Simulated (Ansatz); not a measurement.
**A computed series for Al2O3: response to strain**

Take Al$_{2}$O$_{3}$ in the corundum structure (space group R-3c, No. 167; a = 4.729 Å, c = 12.892 Å (hexagonal axes)) as the base. Axes: x lies along a and z along c of the hexagonal cell.

Strains are applied to the cell and any free atomic positions relax; under biaxial strain the out-of-plane vector relaxes too.

Level of theory: DFT with LDA, PAW potentials and a 420 eV plane-wave cutoff in Ansatz (an electronic-structure program), no SOC.

Notes on the quantities. energy relative to the base: free energy F.

```json
[
 {"biaxial strain, plane normal [001], relaxed out of plane (%)": "-3", "energy relative to the base (meV/atom)": "29.4"},
 {"biaxial strain, plane normal [001], relaxed out of plane (%)": "-2.25", "energy relative to the base (meV/atom)": "16.3"},
 {"biaxial strain, plane normal [001], relaxed out of plane (%)": "-1.5", "energy relative to the base (meV/atom)": "?"},
 {"biaxial strain, plane normal [001], relaxed out of plane (%)": "-0.75", "energy relative to the base (meV/atom)": "1.8"},
 {"biaxial strain, plane normal [001], relaxed out of plane (%)": "0", "energy relative to the base (meV/atom)": "0.0"}
]
```

### Question
Fit ΔE = Aε² + Bε³ (ε in %) to the rows shown and predict the withheld row.

### Answer
Least squares on the printed values gives A = 3.09 and B = -0.059 meV/atom (largest residual 0.0 meV/atom); this predicts 7.2 meV/atom, and the run gives 7.1 meV/atom, in agreement.

Stability against distortions was not tested.
